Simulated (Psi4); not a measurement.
Psi4 1.11, B3LYP/def2-svp: Zr(F)3(OH)(NH3) ([NH3]->[Zr]([OH])([F])([F])[F]), 10 atoms. The geometry is a generated start, not checked to be a minimum at this level.

```
Property                                             Result
--------------------------  -------------------------------
task                                                 energy
method                                                b3lyp
basis                                              def2-svp
memory                                                 3 GB
maxiter                                                 100
keys of the molecule block                      symmetry c1
scf_type                                       df (default)
e_convergence                               1e-06 (default)
d_convergence                               1e-06 (default)
dft_radial_points                              75 (default)
dft_spherical_points                          302 (default)
effective core potentials   those of the basis set, past Kr
basis functions                                         121
grid points                                          216511
```

```xyz
10

Zr     0.1411     0.8789     0.3871
F      1.8219     1.7060     0.4024
F     -0.9333     1.6809     1.7015
F     -0.6301     1.5878    -1.1949
O      0.5529    -0.6839     1.3649
H      0.8208    -0.5133     2.2800
N     -0.3803    -0.9725    -1.0758
H     -0.1695    -1.8619    -0.6192
H      0.1517    -0.8931    -1.9435
H     -1.3752    -0.9289    -1.3026
```

Charge 0 and multiplicity 1 are set for this test and not shown to be the ground state.

With the defaults (diis = true, scf_initial_accelerator = adiis, damping_percentage = 0, guess = auto, which took SAD, level_shift = 0, level_shift_cutoff = 0.01, diis_max_vecs = 10) it converges in 10 SCF iterations. One run each on 2 threads, with these changes:
- level_shift = 0.5, level_shift_cutoff = 0.001
- level_shift = 0.1, level_shift_cutoff = 0.001
- guess = core
- guess = gwh
- scf_initial_accelerator = none
- guess = sadno
- diis_max_vecs = 3
- damping_percentage = 20
- diis = false, scf_initial_accelerator = none, damping_percentage = 60

**Question.** Which runs fail or end elsewhere than the default run?

**Answer.** No convergence: diis = false, scf_initial_accelerator = none, damping_percentage = 60 (the run ends without SCF convergence in 100 iterations). The rest reach the solution of the defaults.

```
setting                                                                SCF iterations             end
---------------------------------------------------------------------  --------------  --------------
level_shift = 0.1, level_shift_cutoff = 0.001                                       9   same solution
the defaults                                                                       10   same solution
scf_initial_accelerator = none                                                     10   same solution
level_shift = 0.5, level_shift_cutoff = 0.001                                      10   same solution
guess = sadno                                                                      11   same solution
guess = gwh                                                                        11   same solution
guess = core                                                                       16   same solution
diis_max_vecs = 3                                                                  17   same solution
damping_percentage = 20                                                            21   same solution
diis = false, scf_initial_accelerator = none, damping_percentage = 60             100  no convergence
```
